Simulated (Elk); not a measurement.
**Input and output of a self-consistent single point for YbSi2Pt2 (I4/mmm, 5 atoms in the cell) (Elk)**

Method: LDA (PW92), all-electron FP-LAPW, Elk's shipped species files, APW+lo basis with extra local orbitals in Elk 10.2.4.

Input as run:

```
tasks
  0

rgkmax
  8.0

gmaxvr
  16.0

nxlo
  2

lorbcnd
  .true.

lmaxi
  2

swidth
  0.00367493

maxscl
  100

scale
  1.889726125

avec
   -2.1156550000    2.1156550000    4.9041300000
    2.1156550000   -2.1156550000    4.9041300000
    2.1156550000    2.1156550000   -4.9041300000

atoms
  3
  'Yb.in'
  1
  0.0000000000  0.0000000000  0.0000000000    0.0 0.0 0.0
  'Si.in'
  2
  0.6217800000  0.6217800000  0.0000000000    0.0 0.0 0.0
  0.3782200000  0.3782200000  0.0000000000    0.0 0.0 0.0
  'Pt.in'
  2
  0.7500000000  0.2500000000  0.5000000000    0.0 0.0 0.0
  0.2500000000  0.7500000000  0.5000000000    0.0 0.0 0.0

ngridk
  8 8 8
```

Output, abridged:

```
│ Elk code version 10.2.4 │

All units are atomic (Hartree, Bohr, etc.)

│ Ground-state run starting from atomic densities │

Lattice vectors :
  -3.998008525       3.998008525       9.267462581
   3.998008525      -3.998008525       9.267462581
   3.998008525       3.998008525      -9.267462581

Unit cell volume      :    592.5271628
Brillouin zone volume :   0.4186309574

Muffin-tin inner radius fraction :   0.1000000000E-01

Nuclei treated as point charges

Species :    1 (Yb)
 parameters loaded from : Yb.in
 name : ytterbium
 nuclear charge    :   -70.00000000
 electronic charge :    70.00000000
 atomic mass :    315432.6234
 muffin-tin radius :    2.800000000
 number of radial points in muffin-tin :    697
 atomic positions (lattice), magnetic fields (Cartesian) :
   1 :   0.00000000  0.00000000  0.00000000    0.00000000  0.00000000  0.00000000

Species :    2 (Si)
 parameters loaded from : Si.in
 name : silicon
 nuclear charge    :   -14.00000000
 electronic charge :    14.00000000
 atomic mass :    51196.73454
 muffin-tin radius :    2.024451923
 number of radial points in muffin-tin :    397
 atomic positions (lattice), magnetic fields (Cartesian) :
   1 :  -0.37822000 -0.37822000  0.00000000    0.00000000  0.00000000  0.00000000
   2 :   0.37822000  0.37822000  0.00000000    0.00000000  0.00000000  0.00000000

Species :    3 (Pt)
 parameters loaded from : Pt.in
 name : platinum
 nuclear charge    :   -78.00000000
 electronic charge :    78.00000000
 atomic mass :    355605.4398
 muffin-tin radius :    2.576575174
 number of radial points in muffin-tin :    697
 atomic positions (lattice), magnetic fields (Cartesian) :
   1 :  -0.25000000  0.25000000  0.50000000    0.00000000  0.00000000  0.00000000
   2 :   0.25000000 -0.25000000  0.50000000    0.00000000  0.00000000  0.00000000

Total number of atoms per unit cell :    5

Spin treatment :
 spin-unpolarised

Number of Bravais lattice symmetries :   16
   [... lines left out ...]
 potential will be trimmed for |G| > 2 gkmax
Constant for pseudocharge density :   11
Radial integration step length :    4

G-vector grid sizes :     56    56    56
Number of G-vectors :    41007

Maximum angular momentum used for
 APW functions                      :    8
 outer part of muffin-tin           :    6
 inner part of muffin-tin           :    2

Total nuclear charge    :   -254.0000000
Total core charge       :    162.0000000
Total valence charge    :    92.00000000
Total excess charge     :    0.000000000
Total electronic charge :    254.0000000

Effective Wigner radius, rₛ :   0.8227388009

Number of empty states         :   20
Total number of valence states :   66
Total number of core states    :  162

Conduction state local-orbitals added automatically
Total number of local-orbitals :  426

Exchange-correlation functional :      3     0     0
 Perdew-Wang/Ceperley-Alder, Phys. Rev. B 45, 13244 (1992)
 gradient requirement :    0
 local density approximation (LDA)

Smearing type :    3
 Fermi-Dirac
Smearing width :   0.3674930000E-02
Effective electronic temperature (K) :    1160.451112

Mixing type :    3
 Broyden mixing, J. Phys. A: Math. Gen. 17, L317 (1984)

Kohn-Sham potential initialised from atomic data
│ Self-consistent loop started │
│ Loop number : 1 │
 total energy                :     -51220.8456141
│ Loop number : 2 │
 total energy                :     -51327.4782284
RMS change in Kohn-Sham potential (target) :    1.338995257     (  0.1000000000E-05)
Absolute change in total energy (target)   :    106.6326142     (  0.1000000000E-03)
│ Loop number : 3 │
 total energy                :     -51503.9022773
RMS change in Kohn-Sham potential (target) :   0.2554748455     (  0.1000000000E-05)
Absolute change in total energy (target)   :    203.0822025     (  0.1000000000E-03)
│ Loop number : 4 │
 total energy                :     -51552.4908647
RMS change in Kohn-Sham potential (target) :   0.2151226382     (  0.1000000000E-05)
Absolute change in total energy (target)   :    99.35913806     (  0.1000000000E-03)
│ Loop number : 5 │
 total energy                :     -51564.7977481
RMS change in Kohn-Sham potential (target) :   0.2240093858     (  0.1000000000E-05)
Absolute change in total energy (target)   :    37.14666794     (  0.1000000000E-03)
   [... lines left out ...]
Absolute change in total energy (target)   :   0.1392317121E-02 (  0.1000000000E-03)
│ Loop number : 26 │
 total energy                :     -51518.4466379
RMS change in Kohn-Sham potential (target) :   0.1403440261E-05 (  0.1000000000E-05)
Absolute change in total energy (target)   :   0.9284776243E-03 (  0.1000000000E-03)
│ Loop number : 27 │
 total energy                :     -51518.4465041
RMS change in Kohn-Sham potential (target) :   0.1426820467E-06 (  0.1000000000E-05)
Absolute change in total energy (target)   :   0.3659401482E-03 (  0.1000000000E-03)
│ Loop number : 28 │
 total energy                :     -51518.4464640
RMS change in Kohn-Sham potential (target) :   0.2804336715E-07 (  0.1000000000E-05)
Absolute change in total energy (target)   :   0.1315542104E-03 (  0.1000000000E-03)
│ Loop number : 29 │
 total energy                :     -51518.4464729
RMS change in Kohn-Sham potential (target) :   0.2650092239E-07 (  0.1000000000E-05)
Absolute change in total energy (target)   :   0.2400594531E-04 (  0.1000000000E-03)
Convergence targets achieved

│ Loop number : 30 │

Energies :
 Fermi                       :     0.343989309067
 sum of eigenvalues          :     -31562.7143459
 electron kinetic            :      58387.8760353
 core electron kinetic       :      56280.4201137
 Coulomb                     :     -108886.673812
 Coulomb potential           :     -88597.3185137
 nuclear-nuclear             :     -3619.26382200
 electron-nuclear            :     -121937.501466
 Hartree                     :      16670.0914759
 Madelung                    :     -64588.0145548
 xc potential                :     -1353.27186752
 exchange                    :     -993.999755225
 correlation                 :     -25.6426214318
 electron entropic           :    -0.631932088949E-02
 total energy                :     -51518.4464723

Density of states at Fermi energy :    122.0780925
 (states/Hartree/unit cell)

Estimated indirect band gap :   0.1762875306E-03
 from k-point      2 to k-point     51
Estimated direct band gap   :   0.1993845902E-02
 at k-point     51

Charges :
 core                        :    162.0000000
 valence                     :    92.00000000
 interstitial                :    8.121467927
 muffin-tins (core leakage)
  species :    1 (Yb)
   atom    1                 :    68.32960216     (  0.1110939309E-05)
  species :    2 (Si)
   atom    1                 :    11.82515761     (  0.3333404245E-02)
   atom    2                 :    11.82515761     (  0.3333404245E-02)
  species :    3 (Pt)
   atom    1                 :    76.94930735     (  0.5134418096E-03)
   atom    2                 :    76.94930735     (  0.5134418096E-03)
 total in muffin-tins        :    245.8785321
 total calculated charge     :    253.9765099
 total charge                :    254.0000000
 error                       :   0.2349012574E-01

│ Self-consistent loop stopped │
```

The run converged in 30 iterations. The count includes the last loop, which Elk runs after its targets are met.

The starting cell comes from a database of computed structures (which also holds hypothetical and non-ambient phases and stackings), without a prior relaxation at this level. Spin-orbit coupling is off. Spin polarisation is off. Values depend on the basis (sphere radii, cutoffs, local orbitals), which need not be converged. The log's line on a gap gives a spacing of levels on this mesh, which the program prints for metals too.

Cost on one core of a shared machine: roughly 4 min.
